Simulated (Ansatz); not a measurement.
MnBr₂ (Fd-3m, No. 227, 12 atoms in the cell; start mp-571084; a measured phase of this formula has another space group), treated with r²SCAN-D4 (Ansatz, an electronic-structure program, plane waves, PAW).

Numerical settings: plane-wave cutoff 500 eV, 6×6×6 k mesh, gaussian smearing 0.02 eV, spin-polarised start, scalar-relativistic PAW data made under PBE.

Cell (relaxed at this level):

```cif
data_Br32Mn16
_chemical_formula_sum 'Mn16 Br32'
_space_group_name_H-M_alt 'Fd-3m :1'
_space_group_IT_number 227
_space_group_name_Hall 'F 4d 2 3 -1d'
_cell_length_a 10.89448
_cell_length_b 10.89448
_cell_length_c 10.89448
_cell_angle_alpha 90.000
_cell_angle_beta 90.000
_cell_angle_gamma 90.000
loop_
_atom_site_label
_atom_site_type_symbol
_atom_site_symmetry_multiplicity
_atom_site_Wyckoff_symbol
_atom_site_fract_x
_atom_site_fract_y
_atom_site_fract_z
_atom_site_occupancy
Mn1 Mn 16 d 0.62500 0.62500 0.62500 1
Br1 Br 32 e 0.37838 0.37838 0.37838 1
```
(The calculation used a cell of 12 atoms; values per cell refer to that cell.)

What does this level give for the band gap?


- band gap = 2.52 eV (on the SCF k mesh)

Note: the magnetic order was assumed, not searched for or taken from measurement; the relaxation could not lower the start's symmetry, so the cell can be a saddle point above a distorted one.

Spin–orbit coupling is not included.

Static lattice: no zero-point or thermal effects.

Cost on a shared machine: about 14 core-minutes (a rough figure).

A start named mp-… is a Materials Project structure, which need not be a measured phase.
